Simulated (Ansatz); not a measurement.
Base system: CdTe in the zinc blende structure (space group F-43m, No. 216; a = 6.558 Å). Axes: x, y, z lie along the cube axes.

Computed with Ansatz (a quantum-chemistry and plane-wave program) r2SCAN, no spin-orbit coupling.

Strains are applied to the cell and any free atomic positions relax; under biaxial strain the out-of-plane vector relaxes too.

One change was made to it. Results:

```csv
quantity,base,after
"valley order (the lowest conduction-band minima on the path, energy above the VBM, named in the base's zone)",Γ 1.17 eV; L along ⟨111⟩ 2.20 eV,Γ 1.17 eV; L along [1-11] 2.15 eV; L along [111] 2.30 eV
volume per atom,35.25 Å³,34.90 Å³
"valence-band top at Γ (three highest levels, from the VBM)","0.00, 0.00, 0.00 eV","0.00, 0.00, -0.08 eV"
```

Which change produced these results?
(A) biaxial strain −2.08 %, plane normal [111], relaxed out of plane
(B) biaxial strain −1.25 %, plane normal [111], relaxed out of plane
(C) biaxial strain −2.50 %, plane normal [111], relaxed out of plane
(D) biaxial strain −0.83 %, plane normal [111], relaxed out of plane
(E) biaxial strain −0.42 %, plane normal [111], relaxed out of plane

D, biaxial strain −0.83 %, plane normal [111], relaxed out of plane. For comparison, the valley order in the other runs: biaxial strain −0.42 %, plane normal [111], relaxed out of plane gives Γ 1.17 eV; L along [1-11] 2.18 eV; L along [111] 2.25 eV; biaxial strain −2.08 %, plane normal [111], relaxed out of plane gives Γ 1.15 eV; L along [1-11] 2.06 eV; L along [111] 2.44 eV; biaxial strain −2.50 %, plane normal [111], relaxed out of plane gives Γ 1.14 eV; L along [1-11] 2.03 eV; L along [111] 2.49 eV; X along [100] 2.63 eV; biaxial strain −1.25 %, plane normal [111], relaxed out of plane gives Γ 1.17 eV; L along [1-11] 2.12 eV; L along [111] 2.34 eV.

With Te present, leaving out spin-orbit coupling can change the band edges. The levels and masses belong to the bands next to the band gap. Whether these cells are dynamically stable was not tested.
